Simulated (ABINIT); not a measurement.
Band structure of CsSnI3 (Pm-3m, 5 atoms in the cell).

```
CsSnI3
1.0
    6.33631     0.00000     0.00000
    0.00000     6.33631     0.00000
    0.00000     0.00000     6.33631
Cs Sn I
1 1 3
Direct
  0.00000   0.00000   0.00000
  0.50000   0.50000   0.50000
  0.50000   0.00000   0.50000
  0.00000   0.50000   0.50000
  0.50000   0.50000   0.00000
```

Method: PBE, PAW (JTH v2.0 PBE PAW) (plane waves; ABINIT).

Settings: pseudos = [Cs.GGA_PBE-JTH.xml, Sn.GGA_PBE-JTH.xml, I.GGA_PBE-JTH.xml]; ecut = 42 Ry; pawecutdg = 84 Ry; pawxcdev = 0; occopt = 3; tsmear = 0.05 eV; ngkpt = 3 3 3; nshiftk = 1; shiftk = 0 0 0; potentials = JTH v2.0 PBE PAW; kptopt = 1; nstep = 50; toldfe1 = 1e-09 Ha.

The starting cell has typed, rounded lattice constants, without a prior relaxation at this level. Its lattice was rescaled by a random factor within 2.5 % of one. Spin-orbit coupling is off.

Predict the gap along the standard path and the places of the band edges.

The gap along the path is 0.58 eV, direct at R to within 0.01 eV.

Levels in eV from the top of the valence band on the SCF mesh, bands 19 to 26:
```csv
point,19,20,21,22,23,24,25,26
Γ,-0.60,-0.47,-0.47,-0.47,3.82,4.86,4.86,5.21
X,-0.73,-0.57,-0.57,-0.02,2.68,5.26,5.54,5.68
M,-0.87,-0.84,-0.08,0.68,2.36,2.36,5.36,5.81
R,-0.07,-0.07,-0.07,1.37,1.95,1.95,1.95,4.67
```
